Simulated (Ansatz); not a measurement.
Base system: WC (space group P-6m2, No. 187; a = 2.922 Å, c = 2.847 Å).

Level of theory: DFT with PBE, PAW potentials and a 420 eV plane-wave cutoff in Ansatz (a quantum-chemistry and plane-wave program), spin-orbit coupling left out.

Before the change:

The volume per atom is 10.52 Å³.

It is then changed as follows: a hydrostatic pressure of 4.5 GPa.

**Question.** What happens to the volume per atom?

**Answer.** The volume per atom drops by 0.120 Å³, from 10.52 Å³ to 10.41 Å³.

Load acts through the strain it causes; cell and atoms are relaxed under it. Whether these cells are dynamically stable was not tested. All final runs are without spin polarisation.
